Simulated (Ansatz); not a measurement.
L1₂ (Cu3Au-type) Ni₃Al was calculated with rVV10 (Ansatz, an electronic-structure program, PAW).

Run with plane-wave cutoff 520 eV, 16×16×16 k mesh, Fermi–Dirac smearing 0.05 eV, spin-polarised with parallel moments, scalar-relativistic PAW data made under PBE.

Pressure at four volumes; x = ln(V/11.477 Å³). One pressure is withheld.

```csv
V (Å³/atom),x,P (GPa)
10.788,-0.0619,12.82
11.477,0.0000,0.00
11.936,0.0392,-6.45
12.165,0.0582,?
```

Problem. Pass a parabola P(x) through the three rows shown, estimate the bulk modulus and its pressure derivative near zero pressure, and predict the withheld pressure.

Solution. Slopes between the rows: (0.00 − (12.82))/(0.0000 − (-0.0619)) = -207.11 and (-6.45 − (0.00))/(0.0392 − (0.0000)) = -164.54 GPa. Their difference over the span 0.1011 is c = 42.57/0.1011 = 421.1 GPa, so P(x) = 12.82 + (-207.11)(x − (-0.0619)) + 421.1 (x − (-0.0619))(x − (0.0000)). At the middle row B = −dP/dx = −[-207.11 + 421.1 × 0.0619] = 181.0 GPa, and B′ = dB/dP = 2c/B = 4.7. At x = 0.0582 the parabola gives -9.11 GPa; the run gives -9.17 GPa. The Birch–Murnaghan fit to the energies at all volumes has B0 = 180 GPa and B′ = 4.6.

Measured, for comparison: bulk modulus 174 GPa (temperature not stated, no zero-point or thermal correction; as tabulated in Zarkevich et al. (2023), arXiv:2304.06869). Computed (rounded) less measured: bulk modulus +3 %. A static lattice is as a rule a little smaller and stiffer than an uncorrected measurement, which narrows the difference in the bulk modulus and would widen misses of the other sign.
